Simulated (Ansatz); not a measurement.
**Hypothetical cubic perovskite TlSnCl3: response to strain**

The reference is TlSnCl₃ in the cubic perovskite structure (space group Pm-3m, No. 221; a = 5.578 Å; a hypothetical phase, not in the database extracts checked). Axes: x, y, z lie along the cube axes.

Strains are applied to the cell and any free atomic positions relax; under biaxial strain the out-of-plane vector relaxes too; under stress the whole cell relaxes.

The values are results of PBE (Ansatz, an electronic-structure program; PAW; 420 eV plane waves; no spin-orbit coupling), not measurements.

Notes on the quantities. energy relative to the base: free energy F.

```json
[
 {"case": "base", "smallest direct gap": "0.93 eV", "shortest interatomic distance": "2.789 Å", "band gap": "0.89 eV", "gap character": "indirect, R → X", "energy relative to the base": "0 meV/atom"},
 {"case": "biaxial strain −2.38 %, plane normal [111], relaxed out of plane", "smallest direct gap": "–", "shortest interatomic distance": "2.780 Å", "band gap": "0.82 eV", "gap character": "direct at T", "energy relative to the base": "+2.1 meV/atom"},
 {"case": "isotropic strain −2.66 %", "smallest direct gap": "0.47 eV", "shortest interatomic distance": "2.715 Å", "band gap": "0.25 eV", "gap character": "indirect, R → X", "energy relative to the base": "+18 meV/atom"},
 {"case": "isotropic strain −2.65 %", "smallest direct gap": "0.47 eV", "shortest interatomic distance": "2.715 Å", "band gap": "0.25 eV", "gap character": "indirect, R → X", "energy relative to the base": "+17 meV/atom"},
 {"case": "uniaxial strain ε_xx = +0.52 %", "smallest direct gap": "0.93 eV", "shortest interatomic distance": "2.789 Å", "band gap": "0.92 eV", "gap character": "indirect, A → X", "energy relative to the base": "+0.1 meV/atom"},
 {"case": "uniaxial strain ε_yy = −2.73 %", "smallest direct gap": "0.70 eV", "shortest interatomic distance": "2.713 Å", "band gap": "0.63 eV", "gap character": "indirect, A → Z", "energy relative to the base": "+4.6 meV/atom"},
 {"case": "uniaxial strain ε_zz = −5.20 %", "smallest direct gap": "0.45 eV", "shortest interatomic distance": "2.644 Å", "band gap": "0.35 eV", "gap character": "indirect, A → Z", "energy relative to the base": "+19 meV/atom"},
 {"case": "uniaxial stress, 3 GPa compression along z", "smallest direct gap": "0.57 eV", "shortest interatomic distance": "2.658 Å", "band gap": "0.51 eV", "gap character": "indirect, A → Z", "energy relative to the base": "+14 meV/atom"}
]
```

Spin-orbit coupling, missing from the scalar runs, can matter with Tl. Stability under load was not tested beyond the relaxation. Many cubic perovskites are stable only at high temperature; tilts and polar distortions were not tested. The zero or small gap of TlSnCl3 under isotropic strain −2.66 % and TlSnCl3 under isotropic strain −2.65 % can change with the level of theory. k-point labels follow each cell's own Brillouin zone.
